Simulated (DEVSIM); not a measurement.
System: Ti/Si3N4/n-Si capacitor, at 250 K.

```csv
layer (left to right),material,thickness (nm),Nd (cm⁻³)
1,Si3N4,13.0,-
2,Si,10000,3.3e15
```

Metal gate on the left, work function 4.33 eV. Fixed charge at the semiconductor interface 0 cm⁻² (in units of +e); no interface traps.

Constants are typed, rounded textbook-type inputs, not results; the design itself was drawn at random and stands for no fabricated device. Values at 300 K; Nc and Nv go as T^1.5, mobilities as T to minus their exponent, the gap by Varshni's rule with the affinity fixed.

| parameter | Si3N4 | Si |
|---|---|---|
| gap (eV) | 5.1 | 1.124 |
| affinity (eV) | 2.1 | 4.05 |
| permittivity | 7.5 | 11.7 |
| Nc (cm⁻³) | - | 2.86e19 |
| Nv (cm⁻³) | - | 3.1e19 |
| Varshni α (eV/K) | - | 0.000473 |
| Varshni β (K) | - | 636 |

Model (solved in DEVSIM): 1D Poisson equation in equilibrium, Boltzmann statistics, complete ionisation; no quantum confinement or tunnelling. Metal contacts follow the ideal Schottky-Mott rule: no Fermi-level pinning, no interface dipoles.

Question: Give the band bending (positive: bands bend down) and minority sheet density.

Answer: 
| Vg (V) | ψs (V) | minority carriers (cm⁻²) |
|---|---|---|
| -1.6 | -0.943 | 2.2e12 |
| -1.3 | -0.923 | 1.3e12 |
| -1 | -0.886 | 4.7e11 |
| -0.7 | -0.736 | 1.1e9 |
| -0.4 | -0.448 | < 1e8 |
| -0.1 | -0.166 | < 1e8 |
| 0.2 | 0.068 | < 1e8 |
| 0.5 | 0.144 | < 1e8 |
| 0.8 | 0.173 | < 1e8 |
